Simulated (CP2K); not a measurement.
CP2K run on Na2Cl (P4/mmm, 6 atoms in the cell): self-consistent single point.

Computed with LDA (Pade form), GPW, DZVP-MOLOPT-SR-GTH basis, GTH-PADE potentials (GTH_POTENTIALS) (CP2K).

The change in words: lattice scaled by 0.98. Reference geometry:
```xyz
6
Lattice="3.5675 0.0000 0.0000 0.0000 3.5675 0.0000 0.0000 0.0000 12.6329" Properties=species:S:1:pos:R:3 pbc="T T T"
Na     0.0000     0.0000     2.8664
Na     0.0000     0.0000     9.7665
Na     0.0000     0.0000     6.3164
Na     1.7837     1.7837     0.0000
Cl     1.7837     1.7837     4.5375
Cl     1.7837     1.7837     8.0954
```

Reference input (self-consistent single point, DFT LDA (Pade form), GPW, DZVP-MOLOPT-SR-GTH basis, GTH-PADE potentials (GTH_POTENTIALS)): CUTOFF = 950 Ry; REL_CUTOFF = 60 Ry; SMEAR/METHOD = FERMI_DIRAC; ELECTRONIC_TEMPERATURE = 1578.21 K; KPOINTS/SCHEME = MONKHORST-PACK 8 8 2; GAMMA_CENTERED = T; XC_FUNCTIONAL = PADE; Na/BASIS_SET = DZVP-MOLOPT-SR-GTH-q9; Na/POTENTIAL = GTH-PADE-q9; Cl/BASIS_SET = DZVP-MOLOPT-SR-GTH-q7; Cl/POTENTIAL = GTH-PADE-q7; METHOD = GPW. This run's input differs from it in these lines:

```diff
@@ -63,5 +63,5 @@
     &CELL
-      A 3.56746900 0.00000000 0.00000000
-      B 0.00000000 3.56746900 0.00000000
-      C 0.00000000 0.00000000 12.63286600
+      A 3.49612000 0.00000000 0.00000000
+      B 0.00000000 3.49612000 0.00000000
+      C 0.00000000 0.00000000 12.38020900
       PERIODIC XYZ
@@ -69,8 +69,8 @@
     &COORD
-      Na       0.00000000     0.00000000     2.86639730
-      Na       0.00000000     0.00000000     9.76646870
-      Na       0.00000000     0.00000000     6.31643300
-      Na       1.78373450     1.78373450     0.00000000
-      Cl       1.78373450     1.78373450     4.53747281
-      Cl       1.78373450     1.78373450     8.09539319
+      Na       0.00000000     0.00000000     2.80906942
+      Na       0.00000000     0.00000000     9.57113958
+      Na       0.00000000     0.00000000     6.19010450
+      Na       1.74806000     1.74806000     0.00000000
+      Cl       1.74806000     1.74806000     4.44672347
+      Cl       1.74806000     1.74806000     7.93348553
     &END COORD
```

Log, with long lists cut:

```
 SCF WAVEFUNCTION OPTIMIZATION

  Step     Update method      Time    Convergence         Total energy    Change
     1 NoMix/Diag. 0.20E+00      -     0.93485412      -221.1887947029 -2.21E+02
     2 Broy./Diag. 0.20E+00      -     0.02642042      -219.8406990775  1.35E+00
     3 Broy./Diag. 0.20E+00      -     0.05810549      -220.6361894345 -7.95E-01
     4 Broy./Diag. 0.20E+00      -     0.00544952      -221.0788629676 -4.43E-01
     5 Broy./Diag. 0.20E+00      -     0.00328713      -221.1059043396 -2.70E-02
     6 Broy./Diag. 0.20E+00      -     0.00044857      -221.1058186826  8.57E-05
   [... 5 lines left out ...]
    12 Broy./Diag. 0.20E+00      -     0.00001839      -221.0818551919  6.04E-05
    13 Broy./Diag. 0.20E+00      -     0.00000121      -221.0818235207  3.17E-05
    14 Broy./Diag. 0.20E+00      -     0.00000126      -221.0818245206 -1.00E-06
    15 Broy./Diag. 0.20E+00      -     0.00000013      -221.0818278727 -3.35E-06
  *** SCF run converged in    15 steps ***

  Overlap energy of the core charge distribution:               0.00000000000000
  Self energy of the core charge distribution:               -575.19816078771260
  Core Hamiltonian energy:                                    151.97591762630969
  Hartree energy:                                             235.87560942391619
  Exchange-correlation energy:                                -33.73275601870374
  Electronic entropic energy:                                  -0.00243811642045
  Fermi energy:                                                 0.13040681195745

  Total energy:                                              -221.08182787272526
  Total energy (extrapolated to T->0):                       -221.08060881451505

                     Mulliken Population Analysis

   [... lines left out ...]

 STRESS| Analytical stress tensor [bar]
 STRESS|                        x                   y                   z
 STRESS|      x       -1.07998351685E+04   2.95255682153E-04   2.86922204878E-06
 STRESS|      y        2.95255682153E-04  -1.07998351684E+04   2.86985043080E-06
 STRESS|      z        2.86922204878E-06   2.86985043080E-06  -3.81068591144E+03
 STRESS| 1/3 Trace                                            -8.47011874945E+03
```

The run converged in 15 iterations. Against the reference run the free energy drops by 13.3 meV/atom, the pressure goes from -1.79 to -0.85 GPa and the largest force goes from 0.185 to 0.132 eV/Å.

The starting cell comes from a database of computed structures (which also holds hypothetical and non-ambient phases and stackings), without a prior relaxation at this level. Its lattice was rescaled by a random factor within 2.5 % of one. For this run, on top of that: lattice scaled by 0.98. Values carry the incompleteness of an atom-centred basis. The run gives no clean gap (levels at the Fermi energy touch, overlap or are partly filled at this smearing), which alone does not show that the compound is a metal.
